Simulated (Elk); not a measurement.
Band structure of CdIn3 (P6_3/mmc, 8 atoms in the cell).

```
CELL_PARAMETERS angstrom
      6.53558     0.00000     0.00000
     -3.26779     5.65998     0.00000
      0.00000     0.00000     5.54681
ATOMIC_POSITIONS crystal
  Cd 0.66667 0.33333 0.25000
  Cd 0.33333 0.66667 0.75000
  In 0.33395 0.16698 0.75000
  In 0.66605 0.83303 0.25000
  In 0.16698 0.33395 0.25000
  In 0.83303 0.66605 0.75000
  In 0.83303 0.16698 0.75000
  In 0.16698 0.83303 0.25000
```

Method: PBEsol, all-electron FP-LAPW, Elk's shipped species files, default APW+lo basis run with Elk.

Settings: xctype = 22; swidth = 0.00499791 Ha; ngridk = 3 3 4; maxscl = 100.

The starting cell comes from a database of computed structures (which also holds hypothetical and non-ambient phases and stackings), without a prior relaxation at this level. Values depend on the basis (sphere radii, cutoffs, local orbitals), which need not be converged.

Levels in eV from the Fermi level, bands 72 to 79:
```json
[
 {"point": "Γ", "72": "-3.15", "73": "-3.09", "74": "0.43", "75": "0.44", "76": "0.74", "77": "0.74", "78": "0.76", "79": "1.18"},
 {"point": "M", "72": "-1.56", "73": "-1.51", "74": "-0.26", "75": "-0.08", "76": "0.34", "77": "0.51", "78": "0.64", "79": "0.80"},
 {"point": "K", "72": "-1.90", "73": "-1.40", "74": "-1.24", "75": "-1.08", "76": "-1.07", "77": "2.20", "78": "2.20", "79": "2.38"},
 {"point": "A", "72": "-2.62", "73": "-2.12", "74": "-2.12", "75": "-2.12", "76": "-2.12", "77": "-1.69", "78": "-1.69", "79": "3.21"},
 {"point": "L", "72": "-3.54", "73": "0.77", "74": "0.78", "75": "1.01", "76": "1.01", "77": "1.92", "78": "1.92", "79": "2.03"},
 {"point": "H", "72": "-1.47", "73": "-0.78", "74": "-0.78", "75": "0.14", "76": "0.14", "77": "3.57", "78": "3.57", "79": "3.59"}
]
```

Bands cross the Fermi level along this path, so the cell is metallic at this level.
